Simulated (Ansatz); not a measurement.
MoSi2 (model structure, started from the AlB2 type, P6/mmm, No. 191, 3 atoms in the cell), treated with r²SCAN (Ansatz, a program for electronic structure, plane waves, PAW).

Numerical settings: plane-wave cutoff 560 eV, 18×18×12 k mesh (along the axes of the cell as run), Fermi–Dirac smearing 0.05 eV, no spin polarisation, scalar-relativistic PAW data made under PBE.

Cell (relaxed at this level):

```
CELL_PARAMETERS angstrom
      4.28904     0.00000     0.00000
     -2.14452     3.71442     0.00000
      0.00000     0.00000     2.57310
ATOMIC_POSITIONS crystal
  Mo 0.00000 0.00000 0.00000
  Si 0.33333 0.66667 0.50000
  Si 0.66667 0.33333 0.50000
```

Task: Estimate the bulk modulus that the calculation returns.

Result: 
- bulk modulus: 187 GPa

Note: the run has no spin polarisation, so it can have missed a magnetic state; the bulk modulus is −V dP/dV from two relaxed cells at ±2 % in volume; the relaxation could raise the start's symmetry but not lower it, so the cell can be a saddle point.

The computed numbers hold no vibrational or temperature effects.

It cost around 5 core-minutes (rough) of CPU time.

A model structure was made by putting elements into a prototype or built by hand; it is no filed structure, need not be a known phase, and can be a saddle point held by its symmetry.
